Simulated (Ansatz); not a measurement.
Levels about the gap of amorphous In$_{24}$O$_{39}$La$_{2}$ (65 atoms in a cell of 961 Å³, 6.32 g/cm³; zone centre alone, so wide bands show as single levels with stretches between that a denser mesh fills), at the geometry that PBE relaxed, where it gives 0.1 GPa on a denser mesh. The participation number counts the atoms over which a state spreads; weights are charges in smoothed Voronoi cells. The levels come from a single point, so bond lengths are those of that geometry. Method of the levels: PBE, scalar-relativistic without spin-orbit coupling (Ansatz, an electronic-structure program). Sampling: the zone centre alone; Fermi-Dirac width 0.02 eV; no spin polarisation. At PBE the levels at the filled edge of the gap are localised (band-tail or defect states).

It comes from a melt-quench run on a machine-learned potential (CHGNet), relaxed afterwards by DFT. O atoms were pushed apart under 1.9 Å during the dynamics, to hinder bonds among them. The hot cell started wider than the set density and was brought back towards it in steps. It is the lowest in DFT energy of 2 quenches. It is a model cell: composition and starting density were chosen by hand, and all elements were melted together. No dispersion term was used. Its density started from a set value of 6.51 and ended at 6.32 g/cm³. The simulated quench (nominally 280 K/ps over its main leg) is rapid and tends to freeze in more defects than a deposited or slowly cooled glass has. Values belong to this one cell and scatter from quench to quench. Volume and shape were free in the relaxation.

| E - E(highest filled), eV | filling | participation number | largest on | weight O | weight In | weight La |
|---|---|---|---|---|---|---|
| -0.34 | filled | 19.2 | O, 3 neighbours | 0.94 | 0.05 | 0.01 |
| -0.29 | filled | 18.1 | O, 3 neighbours | 0.93 | 0.06 | 0.01 |
| -0.27 | filled | 7.6 | O, 3 neighbours | 0.94 | 0.05 | 0.01 |
| -0.22 | filled | 20.4 | O, 3 neighbours | 0.94 | 0.05 | 0.01 |
| -0.12 | filled | 19.6 | O, 3 neighbours | 0.94 | 0.05 | 0.01 |
| -0.09 | filled | 14.2 | O, 4 neighbours | 0.94 | 0.05 | 0.02 |
| 0.00 | filled | 5.8 | O, 3 neighbours | 0.96 | 0.04 | 0.01 |
| 0.63 | empty | 60.4 | O, 3 neighbours | 0.57 | 0.41 | 0.01 |
| 3.19 | empty | 33.7 | In, 5 neighbours | 0.60 | 0.39 | 0.01 |
| 3.33 | empty | 32.3 | In, 5 neighbours | 0.60 | 0.39 | 0.01 |
| 3.39 | empty | 46.3 | In, 5 neighbours | 0.61 | 0.38 | 0.02 |
| 3.46 | empty | 38.1 | In, 5 neighbours | 0.60 | 0.39 | 0.02 |
| 3.54 | empty | 47.8 | In, 4 neighbours | 0.61 | 0.37 | 0.02 |
| 3.66 | empty | 35.5 | In, 4 neighbours | 0.60 | 0.38 | 0.02 |

Most localised among these is the filled level at +0.00 eV, on a O atom, which has 3 neighbours (In 2.09 Å, In 2.11 Å, In 2.12 Å).
